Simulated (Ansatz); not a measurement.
Base system: CdS in the zinc blende structure (space group F-43m, No. 216; a = 5.878 Å).

Computed with r2SCAN/PAW in Ansatz (a program for electronic structure), no spin-orbit coupling.

```
level   band gap  lattice parameter a
------  --------  -------------------
r2SCAN   1.54 eV              5.878 Å
```

Q: From these computed values, estimate the measured ones, and say how each level misses.

A: Measured: band gap 2.48 eV (0 K or low temperature; as listed in arXiv:1206.3780); lattice parameter a 5.832 Å (room temperature; as listed in arXiv:1206.3780). Computed minus measured — band gap: r2SCAN -0.94 eV; lattice parameter a: r2SCAN +0.8 %. Measured values not marked as corrected hold thermal and zero-point effects that the static-lattice runs lack. A measured gap can be an optical one, lowered by exciton binding. Levels without spin-orbit coupling miss its lowering of the gap, often about a third of the valence-band splitting.

Whether these cells are dynamically stable was not tested.
